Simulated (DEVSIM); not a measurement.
**abrupt Si n-p junction**

System: abrupt Si n-p junction, at 300 K.

| layer (left to right) | material | thickness (μm) | Nd (cm⁻³) | Na (cm⁻³) | τn (s) | τp (s) |
|---|---|---|---|---|---|---|
| 1 | Si | 17.0 | 8.7e16 | - | 1e-7 | 1e-7 |
| 2 | Si | 0.160 | - | 1.3e14 | 1e-7 | 1e-7 |

Left contact: ohmic. Right contact: ohmic. Voltage is applied to the left contact. Recombination: SRH at mid-gap, radiative. Mobility is μmin + (μ − μmin)/(1 + (N/Nref)^α).

The device is made up for the run: typed textbook-type constants, with dimensions and the other settings drawn at random. Values at 300 K.

```
parameter           Si
-------------  -------
gap (eV)         1.124
affinity (eV)     4.05
permittivity      11.7
Nc (cm⁻³)      2.86e19
Nv (cm⁻³)       3.1e19
μn (cm²/Vs)       1417
μp (cm²/Vs)        470
μn,min              52
μp,min              45
Nref,n          9.7e16
Nref,p          2.2e17
αn                0.68
αp                0.72
B (cm³/s)      4.7e-15
```

Simulated with DEVSIM: 1D drift-diffusion, Boltzmann statistics, complete ionisation; no tunnelling, impact ionisation, image-force lowering or self-heating.

```json
{
 "potential_step_across_the_device_at_zero_bias": "0.654 V",
 "largest_field_in_the_device_at_zero_bias": "37000 V/cm",
 "Dark forward voltage at 1 A/cm²": "0.325 V",
 "Dark forward voltage at 100 A/cm²": "0.479 V"
}
```

Dark forward current:

(V (V), J (A/cm²)): (-0.05, -4.0e-5); (-0.10, -0.00029); (-0.15, -0.0018); (-0.20, -0.011); (-0.25, -0.070); (-0.30, -0.42); (-0.35, -2.4); (-0.40, -13); (-0.45, -54); (-0.50, -160); (-0.55, -320); (-0.60, -520); (-0.65, -740); (-0.70, -990); (-0.75, -1200); (-0.80, -1500); (-0.85, -1800); (-0.90, -2000)

Small-signal capacitance in reverse bias (quasi-static):

| V (V) | C (nF/cm²) |
|---|---|
| 0.4 | 51.2 |
| 1 | 46.4 |
| 2 | 40.7 |
| 3 | 36.7 |
| 4 | 33.7 |
